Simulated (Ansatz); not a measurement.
Ansatz (a program for electronic structure), DFT, HSE06, plane waves, its default PAW files: MoS2 sheet, 1x1, 3 atoms. Basis and mesh were picked for this test and aren't claimed converged.

Ansatz 0.2 input:
```yaml
crystal:
  lattice:
    - [3.16, 0.0, 0.0]
    - [-1.58, 2.73664, 0.0]
    - [0.0, 0.0, 17.13]
  atoms:
    - { symbol: Mo, position: [0.0, 0.0, 0.5] }
    - { symbol: S, position: [0.666667, 0.333333, 0.59136] }
    - { symbol: S, position: [0.666667, 0.333333, 0.40864] }
kpoints:
  mp_grid: { grid: [9, 9, 1] }
hamiltonian:
  xc: hse06
  pseudopotentials: { kind: paw }
scf:
  occupations: { method: fixed }
output:
  forces: true
```

The program reports k-points after symmetry: 12, bands at the start: 17, electrons: 26, plane waves at Γ: 2841, cutoff (eV): 420, FFT grid: 24×24×120, symmetry operations: 12.

Machine: one whole node, Arm Neoverse V2, 96 cores on 1 socket, no SMT, 1 L3 cache group.

Each time is the median wall time of two to five repeats, run one at a time on the otherwise empty machine; start-up is included. Unless noted, each process is bound to its own block of adjacent cores. The times hold for this build (release build for Arm (Neoverse V2), one process with threads). Scratch files lie in a memory file system.

Measured:

```
cores      layout  wall time
-----  ----------  ---------
8       8 threads     7.49 s
16     16 threads     4.72 s
24     24 threads     3.94 s
32     32 threads     3.52 s
64     64 threads     2.99 s
```

Task: Take a serial part s and a parallel part w, T = s + w/p on p cores. What does the fit give for 48 threads and for 88 threads, and what is measured?

Result: A fit of relative deviations gives s = 2.30 s and w = 40.2 core-seconds; it misses the rows shown by at most 2 %.

```json
[
 {"cores": "48", "layout": "48 threads", "fit": "3.14 s", "measured": "3.14 s", "measured against fit": "+0 %"},
 {"cores": "88", "layout": "88 threads", "fit": "2.76 s", "measured": "2.95 s", "measured against fit": "+7 %"}
]
```

Efficiency, counted from 8 cores, is near one half at 32 cores. The time no longer falls beyond 48 cores (3.1 s; the least measured is 3.0 s on 88, level within 8 % or the scatter of repeats). The share that grows most is that of start and exit outside the program's clock: from 9.4 % of the time on 8 cores to 25 % on 88. The largest part on 88 cores, building exact exchange (ace_build), takes 4.0 s on 8 and 0.84 s there.
